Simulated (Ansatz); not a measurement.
The starting structures come from a database of crystals and need not be the phases stable at ambient conditions.

 Where the default PAW files enter, the runs use the earlier of Ansatz's two default sets.

Here is the system:

```
LiNbO3
1.0
    5.26944     0.00000     0.00000
    2.63472     4.87763     0.00000
    2.63472     1.42318     4.33587
Li Nb O
2 2 6
Cartesian
  2.63472   1.57520   1.08397
  7.90416   4.72561   3.25191
  5.26944   3.15041   2.16794
  0.00000   0.00000   0.00000
  6.26967   3.84272   0.56208
  4.26921   2.45809   3.77379
  5.90370   4.72561   3.25191
  4.63518   1.57520   1.08397
  3.63495   4.18532   1.60586
  6.90393   2.11549   2.73002
```

Space group of this cell: R-3c. The cell is taken as given; by r2SCAN its mean pressure is -9.4 GPa.

Calculation: r2SCAN (plane waves, PAW; Ansatz, a program for electronic structure).

The current runs along the normal of the first two printed vectors; no spin-orbit coupling. Scaled by the factor s: all lengths (ions clamped). The meshes follow the cell: 8×8×8 and 8×6 across at s = 0.98, 8×8×8 and 8×6 across at s = 1.00, 8×8×8 and 6×6 across at s = 1.02.

```
s     mean pressure (GPa)  band gap (eV)
----  -------------------  -------------
0.98                  3.4              ?
1.00                 -9.4           2.81
1.02                -18.9           2.58
```

Take the slope of the band gap against ln s from the two given rows, extrapolate to s = 0.98, and say what the run there gives.

Slope = (2.58 − 2.81) / ln 1.02 = -11.6 eV. The line gives 2.81 + (-11.6) × ln 0.98 = 3.04 eV. The run gives 3.04 eV, as the line does.
